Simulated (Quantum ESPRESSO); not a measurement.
A user runs Quantum ESPRESSO on SrSnP (P4/nmm, 6 atoms in the cell) and asks whether the run is sound. The aim is a self-consistent single point with DFT, LDA (PZ), plane waves, GBRV 1.5 ultrasoft (LDA) pseudopotentials.

Input:

```fortran
&control
    calculation = 'scf'
    prefix = 'srsnp'
    outdir = './out'
    pseudo_dir = './'
    tprnfor = .true.
    tstress = .true.
/
&system
    ibrav = 6
    celldm(1) = 8.279249200
    celldm(3) = 2.05018271292
    nat = 6
    ntyp = 3
    ecutwfc = 40
    ecutrho = 200
    occupations = 'smearing'
    smearing = 'gaussian'
    degauss = 0.0147
    tot_charge = 1
/
&electrons
    conv_thr = 1.0d-10
/
ATOMIC_SPECIES
Sr    87.6200  sr_lda_v1.uspp.F.UPF
Sn   118.7100  sn_lda_v1.4.uspp.F.UPF
P     30.9738  p_lda_v1.5.uspp.F.UPF
ATOMIC_POSITIONS crystal
Sr    0.000000000    0.500000000    0.667460000
Sr    0.500000000    0.000000000    0.332540000
Sn    0.500000000    0.000000000    0.947370000
Sn    0.000000000    0.500000000    0.052630000
P     0.000000000    0.500000000    0.326060000
P     0.500000000    0.000000000    0.673940000
K_POINTS automatic
6 6 3  0 0 0
```

The program printed (abridged):

```
     G-vector sticks info
     --------------------
     sticks:   dense  smooth     PW     G-vecs:    dense   smooth      PW
     Sum        1093     877    261                55673    39745    6377

     bravais-lattice index     =            6
     lattice parameter (alat)  =       8.2792  a.u.
   [... lines left out ...]
         1        Sr     tau(   1) = (   0.0000000   0.5000000   1.3684150  )
         2        Sr     tau(   2) = (   0.5000000   0.0000000   0.6817678  )
         3        Sn     tau(   3) = (   0.5000000   0.0000000   1.9422816  )
         4        Sn     tau(   4) = (   0.0000000   0.5000000   0.1079011  )
         5        P      tau(   5) = (   0.0000000   0.5000000   0.6684826  )
         6        P      tau(   6) = (   0.5000000   0.0000000   1.3817001  )

     number of k points=    20  Gaussian smearing, width (Ry)=  0.0147
                       cart. coord. in units 2pi/alat
        k(    1) = (   0.0000000   0.0000000   0.0000000), wk =   0.0185185
        k(    2) = (   0.0000000   0.0000000   0.1625871), wk =   0.0370370
        k(    3) = (   0.0000000   0.1666667   0.0000000), wk =   0.0740741
   [... 17 lines left out ...]

     Dense  grid:    55673 G-vectors     FFT dimensions: (  40,  40,  80)

     Smooth grid:    39745 G-vectors     FFT dimensions: (  36,  36,  72)

     Initial potential from superposition of free atoms

     starting charge      55.9456, renormalised to      57.0000

     negative rho (up, down):  1.276E-01 0.000E+00
     Self-consistent Calculation

     iteration #  1     ecut=    40.00 Ry     beta= 0.70

     negative rho (up, down):  1.248E-01 0.000E+00

     total energy              =    -486.07185109 Ry
     estimated scf accuracy    <       5.90746290 Ry

     iteration #  2     ecut=    40.00 Ry     beta= 0.70

     negative rho (up, down):  1.258E-01 0.000E+00

     total energy              =    -485.19927639 Ry
     estimated scf accuracy    <      48.47136683 Ry

     iteration #  3     ecut=    40.00 Ry     beta= 0.70

     negative rho (up, down):  1.272E-01 0.000E+00

     total energy              =    -490.08212782 Ry
     estimated scf accuracy    <       0.92973680 Ry

   [... 8 blocks of this kind left out ...]

     iteration # 12     ecut=    40.00 Ry     beta= 0.70

     negative rho (up, down):  1.294E-01 0.000E+00

     total energy              =    -490.20872919 Ry
     estimated scf accuracy    <          2.6E-09 Ry

     iteration # 13     ecut=    40.00 Ry     beta= 0.70

     negative rho (up, down):  1.294E-01 0.000E+00
     End of self-consistent calculation

     the Fermi energy is     7.0875 ev

!    total energy              =    -490.20872919 Ry
     estimated scf accuracy    <          7.1E-12 Ry
     smearing contrib. (-TS)   =      -0.00341017 Ry
     internal energy E=F+TS    =    -490.20531903 Ry

     convergence has been achieved in  13 iterations

     negative rho (up, down):  1.294E-01 0.000E+00

     Forces acting on atoms (cartesian axes, Ry/au):

     atom    1 type  1   force =     0.00000000    0.00000000   -0.00346348
     atom    2 type  1   force =     0.00000000    0.00000000    0.00346348
     atom    3 type  2   force =     0.00000000    0.00000000   -0.02218104
     atom    4 type  2   force =     0.00000000    0.00000000    0.02218104
   [... lines left out ...]
     Total force =     0.038778     Total SCF correction =     0.000004
   [... lines left out ...]

     negative rho (up, down):  1.294E-01 0.000E+00
          total   stress  (Ry/bohr**3)                   (kbar)     P=     -130.50
  -0.00086743   0.00000000   0.00000000         -127.60        0.00        0.00
   0.00000000  -0.00086743   0.00000000            0.00     -127.60        0.00
   0.00000000   0.00000000  -0.00092654            0.00        0.00     -136.30

   JOB DONE.
```

Q: Is this run sound? If not, what is wrong?

A: The run is not sound. The fault is an unintended net charge. A charged periodic cell changes the electron count and is neutralised by a uniform background, so energy, forces and pressure belong to another system. To fix it, remove the charge. The run converged in 13 iterations without an error; against the sound input the pressure goes from -3.01 to -13.05 GPa and the largest force goes from 0.106 to 0.570 eV/Å.

An input that runs soundly differs in these lines (not the only fix; some lines may just follow from the change or write a value another way):
```diff
-    tot_charge = 1
```

With that input, the run converged in 12 iterations: free energy E − TS -6662.3020 eV; Fermi level (on the code's own zero) 7.60 eV; pressure -3.01 GPa; largest force (vector length) 0.106 eV/Å (DFT, LDA (PZ), plane waves, GBRV 1.5 ultrasoft (LDA) pseudopotentials).

On the sound input: the starting cell comes from a database of computed structures (which also holds hypothetical and non-ambient phases and stackings), without a prior relaxation at this level. With a pressure of about -3 GPa the cell is away from its equilibrium volume at this level. The run gives no clean gap (levels at the Fermi energy touch, overlap or are partly filled at this smearing), which alone does not show that the compound is a metal.
